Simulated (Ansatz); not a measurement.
Converging the k-point mesh: Pd (Fm-3m, 1 atom in the cell)

```
Pd
1.0
    0.00000     1.95084     1.95084
    1.95084     0.00000     1.95084
    1.95084     1.95084     0.00000
Pd
1
Direct
  0.00000   0.00000   0.00000
```

Method of the run: PBE (plane waves, PAW; Ansatz, an electronic-structure program).

Base settings: basis.ecutwfc = 420 eV; kpoints.mp_grid.grid = 14 14 14; hamiltonian.xc = pbe; hamiltonian.pseudopotentials = {kind: paw} (the program's default PAW files); scf.occupations.method = fermi_dirac; scf.occupations.width = 0.1 eV.

The second cell is the first with its lattice scaled by 0.98.

Only quantities that move along the ladder and can be compared are tabulated.

The count of work is k-points × plane waves × bands × iterations; it is no time. 

The starting cell has typed, rounded lattice constants, without a prior relaxation at this level. Its lattice was rescaled by up to half a per cent. Spin polarisation is off. In the base run, with a pressure of about 6 GPa the cell is away from its equilibrium volume at this level. Ansatz's pressure includes its estimate of the finite-basis (Pulay) stress.

```tsv
kpoints.mp_grid.grid	free energy less the last step's (meV/atom)	energy of the compressed cell less the first (meV/atom)	pressure (GPa)	count of work / last
2 2 2	3227.58	405.58	64.70	0.0023
3 3 3	778.53	139.54	18.06	0.0015
4 4 4	-156.25	68.35	5.83	0.0031
5 5 5	137.66	84.42	8.60	0.0038
6 6 6	-9.15	62.87	4.95	0.0062
7 7 7	-12.61	71.77	6.58	0.0077
8 8 8	23.03	73.36	6.74	0.011
9 9 9	-5.76	68.28	5.87	0.016
10 10 10	-7.60	68.87	5.98	0.018
11 11 11	10.75	71.67	6.46	0.022
12 12 12	-4.42	68.43	5.93	0.028
14 14 14	4.86	70.55	6.29	0.040
15 15 15	-3.44	68.91	5.99	0.046
17 17 17	1.55	69.68	6.14	0.063
19 19 19	1.16	70.09	6.20	0.085
21 21 21	-0.82	69.60	6.11	0.11
25 25 25	0.43	69.76	6.14	0.17
28 28 28	0.17	69.68	6.13	0.24
31 31 31	0.04	69.63	6.12	0.31
35 35 35	-0.05	69.66	6.12	0.44
39 39 39	0.02	69.66	6.12	0.59
43 43 43	-0.03	69.65	6.12	0.78
47 47 47	0.00	69.66	6.12	1.0
```

Coarsest kpoints.mp_grid.grid that holds the free energy within 2 meV/atom of the last step, with all finer ones: 17 17 17, at 0.063 of the last step's count of work; the step before is off by 3.4 meV/atom.

Coarsest kpoints.mp_grid.grid that holds the pressure within 1 GPa of the last step, with all finer ones: 7 7 7, at 0.0077 of the last step's count of work; the step before is off by 1.2 GPa.

Coarsest kpoints.mp_grid.grid that holds the energy of the compressed cell less the first within 1 meV/atom of the last step, with all finer ones: 14 14 14, at 0.040 of the last step's count of work; the step before is off by 1.2 meV/atom.

The energy difference between the two cells stays within 1 meV/atom of the last step's from 14 14 14 on, the total only from 21 21 21 on: much of the error is common to both cells and cancels.

Keys are those of Ansatz 0.2.
